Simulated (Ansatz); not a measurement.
Levels about the gap of amorphous Al₂₈O₄₃Li₂ (73 atoms in a cell of 803 Å³, 3.01 g/cm³; zone centre alone, so wide bands show as single levels with stretches between that a denser mesh fills), at the geometry that PBE relaxed, where it gives 0.1 GPa on a denser mesh. The participation number counts the atoms over which a state spreads; weights are charges in smoothed Voronoi cells. The levels come from a single point, so bond lengths are those of that geometry. Method of the levels: PBE, scalar-relativistic without spin-orbit coupling (Ansatz, a program for electronic structure). Sampling: the zone centre alone; Fermi-Dirac width 0.02 eV; no spin polarisation. At PBE the levels at the filled edge of the gap are localised (band-tail or defect states), and the nearest spread-out levels lie 4.0 eV apart at the zone centre.

A CHGNet melt-quench gave the starting glass, which DFT then relaxed. O atoms were pushed apart under 1.9 Å during the dynamics, to hinder bonds among them. The hot cell started wider than the set density and was brought back towards it in steps. It is the lowest in DFT energy of 2 quenches. It is a model cell: composition and starting density were chosen by hand, and all elements were melted together. No dispersion term was used. Its density started from a set value of 3.07 and ended at 3.01 g/cm³. The quench (nominally 410 K/ps over its main leg) was far faster than any real one, so the model tends to hold more defects than a real film. Values belong to this one cell and scatter from quench to quench. Volume and shape were free in the relaxation.

```json
[
 {"E - E(highest filled), eV": "-0.96", "filling": "filled", "participation number": "21.8", "largest on": "O, 3 neighbours", "weight O": "0.95", "weight Al": "0.05", "weight Li": "0.00"},
 {"E - E(highest filled), eV": "-0.92", "filling": "filled", "participation number": "20.5", "largest on": "O, 3 neighbours", "weight O": "0.94", "weight Al": "0.05", "weight Li": "0.01"},
 {"E - E(highest filled), eV": "-0.84", "filling": "filled", "participation number": "13.4", "largest on": "O, 3 neighbours", "weight O": "0.95", "weight Al": "0.05", "weight Li": "0.00"},
 {"E - E(highest filled), eV": "-0.78", "filling": "filled", "participation number": "9.0", "largest on": "O, 3 neighbours", "weight O": "0.95", "weight Al": "0.05", "weight Li": "0.01"},
 {"E - E(highest filled), eV": "-0.67", "filling": "filled", "participation number": "5.4", "largest on": "O, 2 neighbours", "weight O": "0.95", "weight Al": "0.05", "weight Li": "0.00"},
 {"E - E(highest filled), eV": "-0.52", "filling": "filled", "participation number": "8.1", "largest on": "O, 3 neighbours", "weight O": "0.96", "weight Al": "0.04", "weight Li": "0.00"},
 {"E - E(highest filled), eV": "0.00", "filling": "filled", "participation number": "2.7", "largest on": "O, 3 neighbours", "weight O": "0.95", "weight Al": "0.04", "weight Li": "0.01"},
 {"E - E(highest filled), eV": "3.07", "filling": "empty", "participation number": "64.6", "largest on": "Al, 4 neighbours", "weight O": "0.57", "weight Al": "0.41", "weight Li": "0.02"},
 {"E - E(highest filled), eV": "4.88", "filling": "empty", "participation number": "23.5", "largest on": "Al, 4 neighbours", "weight O": "0.58", "weight Al": "0.40", "weight Li": "0.01"},
 {"E - E(highest filled), eV": "5.28", "filling": "empty", "participation number": "31.6", "largest on": "Al, 5 neighbours", "weight O": "0.58", "weight Al": "0.40", "weight Li": "0.01"},
 {"E - E(highest filled), eV": "5.50", "filling": "empty", "participation number": "26.5", "largest on": "Al, 4 neighbours", "weight O": "0.59", "weight Al": "0.40", "weight Li": "0.01"},
 {"E - E(highest filled), eV": "5.60", "filling": "empty", "participation number": "33.8", "largest on": "Al, 5 neighbours", "weight O": "0.60", "weight Al": "0.33", "weight Li": "0.08"},
 {"E - E(highest filled), eV": "5.65", "filling": "empty", "participation number": "39.4", "largest on": "Al, 4 neighbours", "weight O": "0.56", "weight Al": "0.42", "weight Li": "0.02"},
 {"E - E(highest filled), eV": "5.73", "filling": "empty", "participation number": "40.6", "largest on": "Al, 5 neighbours", "weight O": "0.61", "weight Al": "0.38", "weight Li": "0.01"}
]
```

Most localised among these is the filled level at +0.00 eV, on a O atom, which has 3 neighbours (Al 1.79 Å, Al 1.86 Å, Li 1.89 Å).
